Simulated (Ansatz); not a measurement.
# Several settings converged on Li2CrCl4 (Cm, 7 atoms in the cell)

```
CELL_PARAMETERS angstrom
      3.75480    -5.09244     0.00000
      3.75480     5.09244     0.00000
     -0.36342     0.00000     3.79179
ATOMIC_POSITIONS crystal
  Li 0.00000 0.50000 0.50000
  Li 0.50000 0.00000 0.50000
  Cr 0.00064 0.00064 0.01319
  Cl 0.24177 0.24177 0.46426
  Cl 0.75823 0.75823 0.53574
  Cl 0.23677 0.76323 0.00000
  Cl 0.76323 0.23677 0.00000
```
Moments meant for the start (each program seeds them in its own way; μB, in the order of the atoms Li Li Cr Cl Cl Cl Cl): 0.0 0.0 3.0 0.0 0.0 0.0 0.0.

Base method: PBEsol, default PAW files made with PBE (plane waves; Ansatz, a quantum-chemistry and plane-wave program).

Base settings: basis.ecutwfc = 420 eV; kpoints.mp_grid.grid = 2 2 5; hamiltonian.xc = pbesol; hamiltonian.pseudopotentials = {kind: paw} (the program's default PAW files); magnetization.spin_polarized = true; scf.occupations.method = fermi_dirac; scf.occupations.width = 0.05 eV.

The count of work is k-points × plane waves × bands × iterations; it is no time. Core times come from one kind of shared machine, to one figure; runs under 30 s give none.

**The cutoff for other potential files**

Level: DFT, PBEsol, plane waves, harder PAW files (source: ansatz) made with PBE.

In this ladder: hamiltonian.pseudopotentials = {kind: paw, source: ansatz}.

The second cell is the first with its lattice scaled by 0.98.

The mesh stays at the base's, so the ladder's end is converged at best in this setting alone.

The first pressure column holds Ansatz's estimate of the finite-basis (Pulay) stress, which hides part of the cutoff error; the other is without it.

Only quantities that move along the ladder and can be compared are tabulated.

| basis.ecutwfc | free energy less the last step's (meV/atom) | energy of the compressed cell less the first (meV/atom) | pressure (GPa) | pressure without the Pulay estimate (GPa) | largest difference of a force vector from the last step's (eV/Å) | count of work / last | core time / last (rough) |
|---|---|---|---|---|---|---|---|
| 420 eV | 711.59 | -19.11 | -2.69 | -28.73 | 0.035 | 0.11 | – |
| 510 eV | 148.96 | -11.89 | -2.55 | -9.54 | 0.008 | 0.14 | – |
| 650 eV | 10.71 | -11.39 | -2.54 | -3.25 | 0.001 | 0.20 | – |
| 790 eV | 0.71 | -11.37 | -2.54 | -2.58 | 0.000 | 0.28 | – |
| 930 eV | 0.25 | -11.38 | -2.54 | -2.54 | 0.000 | 0.35 | 0.3 |
| 1115 eV | 0.16 | -11.38 | -2.54 | -2.54 | 0.000 | 0.46 | 0.3 |
| 1395 eV | 0.07 | -11.38 | -2.54 | -2.54 | 0.000 | 0.65 | 0.5 |
| 1860 eV | 0.00 | -11.38 | -2.54 | -2.54 | 0.000 | 1.0 | 1 |

Coarsest basis.ecutwfc that holds the pressure without the Pulay estimate within 1 GPa of the last step, with all finer ones: 650 eV, at 0.20 of the last step's count of work; the step before is off by 7.0 GPa.

Coarsest basis.ecutwfc that holds the pressure within 0.05 GPa of the last step, with all finer ones: 510 eV, at 0.14 of the last step's count of work; the step before is off by 0.15 GPa.

Coarsest basis.ecutwfc that holds the energy of the compressed cell less the first within 2 meV/atom of the last step, with all finer ones: 510 eV, at 0.14 of the last step's count of work; the step before is off by 7.7 meV/atom.

The energy difference between the two cells stays within 1 meV/atom of the last step's from 510 eV on, the total only from 790 eV on: much of the error is common to both cells and cancels.

At the lowest cutoff the pressure without the Pulay estimate lies 26.2 GPa under the last step's, the usual sign of Pulay stress in an incomplete plane-wave basis.

**The relaxed cell against the cutoff**

On Li2CrCl4 (C2/m, 7 atoms in the cell): atoms on their sites.

In this ladder: relax = cell and atoms.

The mesh stays at the base's, so the ladder's end is converged at best in this setting alone.

Only quantities that move along the ladder and can be compared are tabulated.

| basis.ecutwfc | relaxed volume (Å³/atom) | relaxation steps | core time / last (rough) |
|---|---|---|---|
| 210 eV | 19.064 | 78 | 2 |
| 250 eV | 19.172 | 36 | 1 |
| 295 eV | 19.075 | 19 | 0.8 |
| 355 eV | 19.095 | 8 | 0.3 |
| 420 eV | 19.090 | 7 | 0.5 |
| 505 eV | 19.089 | 7 | 0.5 |
| 630 eV | 19.086 | 7 | 0.9 |
| 840 eV | 19.086 | 7 | 1 |

Coarsest basis.ecutwfc that holds the relaxed volume within 0.038 Å³/atom of the last step, with all finer ones: 295 eV; the step before is off by 0.087 Å³/atom.

On the base run: the starting cell comes from a database of computed structures (which also holds hypothetical and non-ambient phases and stackings), without a prior relaxation at this level. Its lattice was rescaled by up to half a per cent. One atom was moved a little off its site on purpose. With one magnetic atom in the cell only a parallel order is possible.

Keys are those of Ansatz 0.2.
